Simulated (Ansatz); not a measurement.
Start from ZrS2 in the CdI2 type structure (space group P-3m1, No. 164; a = 3.6743 Å, c = 5.8603 Å; layered, stacked along the Cartesian z axis). Axes: x lies along a and z along c of the hexagonal cell.

Calculations: r2SCAN+rVV10 (Ansatz, an electronic-structure program, PAW, no spin-orbit coupling).

Before the change:

```
Property               Result
-------------------  --------
Pressure             0.01 GPa
Smallest direct gap   1.81 eV
```

Modification: the cell is stretched by 5.84 % along z with no lateral relaxation, atoms relaxed at fixed cell.

**Question.** How does this affect the pressure and smallest direct gap?

**Answer.** The pressure (mean of the normal stresses, compression positive) decreases by 0.60 GPa, from 0.01 GPa to -0.59 GPa; the smallest direct gap increases by 0.19 eV to 2.00 eV.

The cells carry an imposed strain or load. No phonon test of stability was made.
